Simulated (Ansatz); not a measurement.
Consider a periodic stack without vacuum, rock-salt ZrN (0 0 1) on antifluorite Mg2Si (0 0 1) (film strained to the substrate, started from cuts of the bulks and a machine-learned relaxation; slabs Mg12Si5 and N8Zr8, which can lie off the formulas): substrate slab Mg12Si5, film N8Zr8, surface cells [[1, 0], [1, 1]] and [[0, -1], [2, 1]], film strained by -2.1 and -2.1 %, outermost planes Mg/Mg and NZr/NZr as cut, which need not be the usual terminations and can put a slab off its formula. Its start:

```
CELL_PARAMETERS angstrom
      4.49948     0.00000     0.07135
      0.00000     4.49948    -0.19016
      1.57565    -3.05473    27.65540
ATOMIC_POSITIONS crystal
  Mg 0.46179 0.93995 0.15608
  Mg 0.95769 0.43999 0.15614
  Mg 0.99416 0.32448 0.04056
  Mg 0.49098 0.82494 0.04043
  Mg 0.38170 0.14866 0.38735
  Mg 0.88730 0.65018 0.38768
  Mg 0.93172 0.54861 0.27177
  Mg 0.42756 0.04813 0.27165
  Mg 0.18846 0.41753 0.61797
  Mg 0.69785 0.92331 0.61781
  Mg 0.79187 0.76842 0.50299
  Mg 0.30439 0.27555 0.50320
  Si 0.94390 0.99233 0.21374
  Si 0.47670 0.38296 0.09792
  Si 0.84061 0.21222 0.44503
  Si 0.40612 0.59781 0.32947
  Si 0.24908 0.84322 0.56057
  N  0.10322 0.08395 0.78494
  N  0.60437 0.58669 0.78467
  N  0.64427 0.00538 0.70071
  N  0.14457 0.50495 0.70052
  N  0.02627 0.24659 0.95743
  N  0.52639 0.74677 0.95744
  N  0.56494 0.16672 0.87352
  N  0.06183 0.67038 0.87377
  Zr 0.60300 0.08754 0.78637
  Zr 0.10323 0.58603 0.78632
  Zr 0.14405 0.00612 0.70169
  Zr 0.64392 0.50525 0.70075
  Zr 0.52663 0.24603 0.95662
  Zr 0.02628 0.74652 0.95722
  Zr 0.06491 0.16742 0.87190
  Zr 0.56371 0.66625 0.87190
```

The start was prepared with a machine-learned potential, and the result is one local minimum, with the in-plane cell held and forces under 0.04 eV/Å; the film can end far from its bulk form.

Level of theory: PBE (plane waves to 420 eV, PAW; Ansatz, a quantum-chemistry and plane-wave program). Scalar-relativistic, without spin–orbit coupling; the runs are not spin-polarised; PBE gaps are too small against experiment. Its k-point mesh 7×7×1, Fermi–Dirac width 0.05 eV.

Task: Predict the relaxed interface.

Result: 
| Item | Result |
|---|---|
| interface area | 20.3 Å² |
| period | 27.41 Å |
| heights between the nearest atoms of the two slabs at the two interfaces | 2.25 and 2.26 Å |
| Mg–Zr contacts across the interfaces within 1.22 times the sum of covalent radii | 16, mean 3.27 Å |
| Mg–N contacts across the interfaces within 1.22 times the sum of covalent radii | 4, mean 2.26 Å |
| estimate of the barrier | withheld, since the Fermi level falls at or inside a band of the host, which a slab this thin can't settle |
